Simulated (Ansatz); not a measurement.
Migration barriers of interstitials in oxides: PBE bands (Ansatz, a first-principles code, plane waves to 420 eV, PAW, climbing-image NEB) beside the CHGNet universal potential on its own band (it has no charge state). Forward barriers of single hops from the lowest site run, static nuclei, no finite-size correction. The rows are a random draw from the bands that converged and passed our checks of state and shape. Saddle orders were checked for a part of the study's bands only and are not shown. Charge states are imposed. Spin-orbit coupling is left out.

| Defect | Route | Hop (Å), direction in the unit cell | End over start, densest mesh run (eV) | Cell and PBE mesh | CHGNet k-points | PBE (eV) | CHGNet (eV) |
|---|---|---|---|---|---|---|---|
| interstitial Cu in rutile TiO2, charge +1 | Cu moves farthest | 1.43 along (0.00, 0.00, 0.48) | 0.00 | 72 sites, one k-point at (0.250, 0.250, 0.250) | none | 0.08 | 0.03 |
| interstitial Be in beta Ga2O3, charge +2 | Be moves farthest | 2.37 along (-0.19, 0.00, -0.05) | 0.41 | 120 sites, Γ | none | 1.76 | 1.30 |
| interstitial Na in bixbyite In2O3, charge +1 | Na moves farthest | 2.15 along (-0.12, -0.12, -0.12) | 0.02 | 80 sites, one k-point at (0.250, 0.250, 0.250) | none | 0.59 | ___ |
| interstitial O in polar orthorhombic HfO2, charge -2 | O moves farthest | 1.53 along (0.25, -0.10, 0.12) | 0.00 | 96 sites, Γ | none | 0.50 | 0.48 |
| interstitial Li in polar orthorhombic HfO2, charge +1 | Li moves farthest | 2.93 along (-0.27, 0.00, 0.50) | 0.00 | 96 sites, Γ | none | 1.09 | ___ |
| interstitial O in monoclinic HfO2, charge -2 | O moves farthest | 1.56 along (0.22, 0.13, 0.20) | 0.00 | 96 sites, Γ | none | 0.52 | 0.05 |
| interstitial Cu in rock-salt MgO, charge +1 | Cu moves farthest | 2.11 along (0.00, 0.00, 0.50) | 0.00 | 64 sites, Γ | none | 0.29 | 0.07 |
| interstitial Na in corundum, charge +1 | Na moves farthest | 3.53 along (-0.33, 0.33, -0.17) | 0.00 | 120 sites, Γ | none | 4.36 | 3.41 |

Problem. Some entries are withheld; supply them.

Solution. 
- interstitial Li in polar orthorhombic HfO2, charge +1, CHGNet (eV): 1.07
- interstitial Na in bixbyite In2O3, charge +1, CHGNet (eV): 0.45
